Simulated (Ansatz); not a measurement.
**Quick settings and what they miss: Y2CuGe6 (Amm2, 9 atoms in the cell)**

Self-consistent single point.

```
Y2CuGe6
1.0
    4.16941     0.00000     0.00000
    0.00000     2.07579    10.88755
    0.00000    -2.07579    10.88755
Y Cu Ge
2 1 6
Cartesian
  0.00000   0.00000   0.06206
  0.00000   0.00000  14.56471
  2.08470   0.00000   4.86238
  0.00000   0.00000   6.17477
  0.00000   0.00000   8.69828
  2.08470   0.00000  11.84892
  2.08470   0.00000   2.49543
  2.08470   0.00000  19.60216
  2.08470   0.00000  17.07124
```

Method: PBEsol, PAW files made with PBE (plane waves; Ansatz, a first-principles code).

Base settings: basis.ecutwfc = 420 eV; kpoints.mp_grid.grid = 5 5 5; hamiltonian.xc = pbesol; hamiltonian.pseudopotentials = {kind: paw} (the program's default PAW files); scf.occupations.method = gaussian; scf.occupations.width = 0.2 eV.

Tight run (finer mesh or higher cutoff; not a proven limit): basis.ecutwfc: 420 eV → 590 eV; kpoints.mp_grid.grid: 5 5 5 → 7 7 7; scf.convergence.dr2_threshold: default (1e-07 eV) → 1e-09 eV. It gave Fermi level (on the code's own zero) 10.75 eV; pressure -7.15 GPa; largest force (vector length) 0.218 eV/Å.

Quick runs, as changes from the base:
- A: the base itself
- B: basis.ecutwfc: 420 eV → 295 eV; kpoints.mp_grid.grid: 5 5 5 → 4 4 4
- C: basis.ecutwfc: 420 eV → 335 eV; kpoints.mp_grid.grid: 5 5 5 → 2 2 2; hamiltonian.xc: pbesol → lda; scf.occupations.method: gaussian → fermi_dirac; scf.occupations.width: 0.2 eV → 0.272 eV [LDA (PW92)]
- D: basis.ecutwfc: 420 eV → 210 eV; kpoints.mp_grid.grid: 5 5 5 → 4 4 4; hamiltonian.xc: pbesol → lda [LDA (PW92)]
- E: basis.ecutwfc: 420 eV → 250 eV; kpoints.mp_grid.grid: 5 5 5 → 6 6 6; scf.occupations.method: gaussian → methfessel_paxton; scf.occupations.width: 0.2 eV → 0.136 eV
- F: basis.ecutwfc: 420 eV → 250 eV; kpoints.mp_grid.grid: 5 5 5 → 1 1 1; scf.occupations.method: gaussian → methfessel_paxton

Energies are extrapolated to zero smearing width, which holds to low order in the width alone.

Dashes: energy of C, D, another energy zero.

† marks runs with another functional, U, potentials or spin treatment: their distance from the tight run is not a convergence error alone.

The count of work is k-points × plane waves × bands × iterations; it is no time. 

Pressures in the table are Ansatz's without its Pulay estimate, at a fixed set of plane waves; the tight run's value above holds the estimate.

The starting cell comes from a database of computed structures (which also holds hypothetical and non-ambient phases and stackings), without a prior relaxation at this level. Its lattice was rescaled by a random factor within 2.5 % of one. Spin polarisation is off. In the base run, with a pressure of about -7 GPa the cell is away from its equilibrium volume at this level.

```tsv
run	energy less tight (meV/atom)	pressure less tight (GPa)	largest miss in a force vector (eV/Å)	count of work / tight
A	-1.2	0.00	0.069	0.21
B	70.0	-4.90	0.117	0.094
C†	–	-0.86	0.398	0.036
D†	–	-107.35	0.244	0.048
E	533.2	-28.79	0.033	0.17
F	1571.8	-19.45	3.396	0.0033
```

Among the runs at the tight run's level, the energy misses run from 1.2 to 1571.8 meV/atom.

Keys are those of Ansatz 0.2.
